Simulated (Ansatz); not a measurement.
# MoP (model structure, started from the TiAs type, P6₃/mmc, No. 194, 8 atoms in the cell): properties by level of theory

```tsv
level (code)	lattice parameter a (Å)	c axis length (Å)
PBE (Ansatz)	3.153	13.622
PBEsol (Ansatz)	3.068	13.863
PBE-D3(BJ) (Ansatz)	3.062	13.857
```

Ansatz's density-functional and Hartree–Fock values are scalar-relativistic unless marked +SOC, with PAW data made under PBE.

The computed numbers hold no vibrational or temperature effects.

A model structure was made by putting elements into a prototype or built by hand; it is no filed structure, need not be a known phase, and can be a saddle point held by its symmetry.

Ansatz is a program for electronic structure.
